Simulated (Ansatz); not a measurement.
Data:

```xyz
1
Lattice="0.0000 1.9586 1.9586 1.9586 0.0000 1.9586 1.9586 1.9586 0.0000" Properties=species:S:1:pos:R:3 pbc="T T T"
Pt     0.0000     0.0000     0.0000
```

Calculation: PBEsol with spin-orbit coupling, DFPT electron-phonon coupling, linearised Boltzmann equation (plane waves, PAW; Ansatz, a first-principles code). Condition of this run: spin-orbit coupling switched on. Cell: relaxed with this functional, without spin-orbit coupling.

Estimate the phonon-limited resistivity at 300 K, by direction if it differs.

9.6 μΩ·cm.

And the electrons' mean free path at that temperature?

5.8 nm, weighted by the current that each state carries. Wires not much wider than this gain resistivity from their walls.

A metal at this level (no band gap). Only scattering by harmonic phonons is included (no impurities, grain boundaries, electron-electron scattering or thermal expansion). Halving the electron mesh (28x28x28) moves the resistivity by up to 2 % at 300 K, the mean free path by up to 9 %. Smearing 0.20 eV; phonons on a 6x6x6 q mesh, which this run doesn't test.
